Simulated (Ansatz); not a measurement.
**A computed series for hypothetical Fddd MoSi2: pressure series**

Start from MoSi$_{2}$ (space group Fddd, No. 70; a = 4.5712 Å, b = 7.9585 Å, c = 8.7266 Å; a hypothetical phase, not in the database extracts checked).

Cell and atoms are relaxed at each pressure.

Computed with Kohn–Sham DFT with the PBEsol functional, run in Ansatz (a program for electronic structure) with PAW and 420 eV plane waves, scalar-relativistic without spin-orbit coupling.

Notes on the quantities. enthalpy: H = E + PV relative to the base's energy.

| change | enthalpy | shortest interatomic distance | density |
|---|---|---|---|
| base | – | 2.540 Å | 6.36 g/cm³ |
| pressure −2 GPa | -0.17 eV/atom | 2.546 Å | 6.30 g/cm³ |
| pressure −1 GPa | -0.08 eV/atom | 2.543 Å | 6.34 g/cm³ |
| pressure 0.3 GPa | +0.02 eV/atom | 2.539 Å | 6.37 g/cm³ |
| pressure 0.7 GPa | +0.06 eV/atom | 2.538 Å | 6.39 g/cm³ |
| pressure 1.5 GPa | +0.12 eV/atom | 2.536 Å | 6.41 g/cm³ |
| pressure 3 GPa | +0.25 eV/atom | 2.532 Å | 6.45 g/cm³ |
| pressure 5 GPa | +0.41 eV/atom | 2.526 Å | 6.51 g/cm³ |
| pressure 7.5 GPa | +0.61 eV/atom | 2.519 Å | 6.57 g/cm³ |
| pressure 10 GPa | +0.81 eV/atom | 2.512 Å | 6.64 g/cm³ |

Load acts through the strain it causes; cell and atoms are relaxed under it. Whether these cells are dynamically stable was not tested. No other phases were tried under pressure. The final runs are not spin-polarised.
